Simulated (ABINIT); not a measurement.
**A short convergence ladder for Li3Ag (I4/mmm, 4 atoms in the cell)**

```
Li3Ag
1.0
   -2.10280     2.10280     3.65758
    2.10280    -2.10280     3.65758
    2.10280     2.10280    -3.65758
Li Ag
3 1
Cartesian
  2.10280   0.00000   1.82879
  0.00000   2.10280   1.82879
  0.00000   0.00000   3.65758
  0.00000   0.00000   0.00000
```

Base method: LDA (PW92), norm-conserving pseudopotentials (PseudoDojo nc-sr-04 LDA standard) (plane waves; ABINIT).

Base settings: pseudos = [Li.upf, Ag.upf]; ecut = 43 Ha; occopt = 7; tsmear = 0.1 eV; ngkpt = 5 5 5; nshiftk = 1; shiftk = 0 0 0; potentials = PseudoDojo nc-sr-04 LDA standard; nband = 19; kptopt = 1.

**Zone-centre phonons against the cutoff**

In this ladder: tolvrs = default; prtwf = default; prtden = default; istwfk = *1; tolvrs1 = 1e-16; ndtset = 2; prtwf1 = 1; getwfk2 = 1; kptopt2 = 2.

The mesh stays at the base's, so the ladder's end is converged at best in this setting alone.

Frequencies are those of the unrelaxed cell, without the LO-TO term of polar crystals.

Only quantities that move along the ladder and can be compared are tabulated.

```csv
ecut,highest zone-centre frequency (cm⁻¹),lowest optical frequency (cm⁻¹)
22 Ha,392.7,164.8
30 Ha,385.4,159.1
37 Ha,384.3,158.0
43 Ha,383.9,157.3
```

Coarsest ecut that holds the highest zone-centre frequency within 1 cm⁻¹ of the last step, with all finer ones: 37 Ha; the step before is off by 1.5 cm⁻¹.

Coarsest ecut that holds the lowest optical frequency within 5 cm⁻¹ of the last step, with all finer ones: 30 Ha; the step before is off by 7.5 cm⁻¹.

On the base run: the starting cell comes from a database of computed structures (which also holds hypothetical and non-ambient phases and stackings), without a prior relaxation at this level. Its lattice was rescaled by up to half a per cent.
